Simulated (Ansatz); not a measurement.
Start from Pd in the fcc (Cu type) structure (space group Fm-3m, No. 225; a = 3.8777 Å; relaxed with 0.1 eV smearing). Axes: x, y, z lie along the cube axes.

Method: plane-wave PAW DFT at the PBEsol level (Ansatz, a first-principles code, 420 eV), no spin-orbit coupling.

Before the change:

| Item | Value |
|---|---|
| Band gap | zero |

Modification: the cell is compressed by 3.00 % along z with no lateral relaxation, atoms relaxed at fixed cell.

Q: Predict the new energy relative to the base, stress and band gap.

A: The energy goes up by 11 meV/atom; the stress (xx, yy, zz, yz, xz, xy; compression positive) comes out as (6.1, 6.1, 8.1, 0.0, 0.0, 0.0) GPa; the band gap stays zero.

The cells carry an imposed strain or load. No phonon test of stability was made. All final runs are without spin polarisation.
